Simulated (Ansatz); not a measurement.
Band structure of Sr2Ir (Fm-3m, 3 atoms in the cell).

```
CELL_PARAMETERS angstrom
      0.00000     3.58442     3.58442
      3.58442     0.00000     3.58442
      3.58442     3.58442     0.00000
ATOMIC_POSITIONS crystal
  Sr 0.75000 0.75000 0.75000
  Sr 0.25000 0.25000 0.25000
  Ir 0.00000 0.00000 0.00000
```

Computed with LDA (PW92), PAW files made with PBE (plane waves; Ansatz, a first-principles code).

Settings: basis.ecutwfc = 420 eV; kpoints.mp_grid.grid = 6 6 6; hamiltonian.xc = lda; hamiltonian.pseudopotentials = {kind: paw} (an earlier, softer set of the program's PAW files); scf.occupations.method = gaussian; scf.occupations.width = 0.136 eV; kpoints.band_path.npoints = 8.

The starting cell comes from a database of computed structures (which also holds hypothetical and non-ambient phases and stackings), without a prior relaxation at this level. Its lattice was rescaled by a random factor within 2.5 % of one. Spin-orbit coupling is off. Spin polarisation is off.

Levels in eV from the Fermi level, bands 15 to 22:
```
point     15     16     17     18     19    20    21    22
-----  -----  -----  -----  -----  -----  ----  ----  ----
Γ      -1.66  -0.99  -0.99  -0.99   0.67  0.67  0.67  3.26
X      -1.59  -1.20  -1.20  -0.96  -0.84  2.18  2.23  2.97
W      -1.65  -1.65  -1.18  -1.08   0.78  0.78  1.81  3.05
K      -1.60  -1.46  -1.21  -1.09   0.05  1.35  2.35  2.65
L      -1.36  -1.36  -1.17  -1.17  -0.67  1.92  1.92  3.63
U      -1.60  -1.46  -1.21  -1.09   0.05  1.35  2.35  2.65
```

Bands cross the Fermi level along this path, so the cell is metallic at this level.

Keys are those of Ansatz 0.2.
